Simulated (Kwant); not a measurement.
System: wire with a side stub in a CdTe two-dimensional gas. Effective mass 0.096 mₑ, grid spacing 6.7 nm, hard walls, nominal width 200 nm (29 grid rows, so walls 201 nm apart), one parabolic valley, scattering region 600 nm long along x; energies count from the band bottom; Fermi energy swept from 7.834e-05 to 0.00093028 eV. Closed stub on one side, 250 nm wide and 340 nm deep.

Constants are typed, rounded textbook-type inputs, not results; the design itself was drawn at random and stands for no fabricated device.

Model: effective-mass tight-binding model on a square grid, one spin, coherent transport at 0 K (Kwant). Conductance is in e²/h.

Task: How many channels do the leads carry at E = 0.551, 0.665 meV?

Result: The hard-wall thresholds are n² ħ²π²/(2mW²) = n² × 0.0970 meV with W = 201 nm. √(0.551/0.0970) = 2.38, so 2. √(0.665/0.0970) = 2.62, so 2.
